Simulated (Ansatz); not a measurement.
**What pressure 7 GPa does to Cr**

Take Cr in the bcc (W type) structure (space group Im-3m, No. 229; a = 2.848 Å; non-magnetic) as the base.

Modification: cell and atoms relaxed at a pressure of 7 GPa.

Level of theory: PBE, PAW, 420 eV (Ansatz, an electronic-structure program; scalar-relativistic without spin-orbit coupling). k-mesh 23×23×23 (Γ-centred); smearing 0.05 eV (Fermi–Dirac).

| quantity | base | changed | shift |
|---|---|---|---|
| volume per atom | 11.55 Å³ | 11.26 Å³ | -0.29 Å³ |
| density | 7.48 g/cm³ | 7.67 g/cm³ | +0.195 g/cm³ |
| lattice parameter a | 2.848 Å | 2.824 Å | -0.024 Å |
| shortest interatomic distance | 2.466 Å | 2.445 Å | -0.021 Å |
| enthalpy H = E + PV relative to the base's energy | – | +0.50 eV/atom | – |
| band gap | zero | zero | – |

Load acts through the strain it causes; cell and atoms are relaxed under it. No phonon test of stability was made. No other phases were tried under pressure. Starting moments died away, wholly or in part, for the base; another magnetic solution may exist. All final runs are without spin polarisation. Real Cr is antiferromagnetic at low temperature and ambient pressure, an order that this cell doesn't hold.
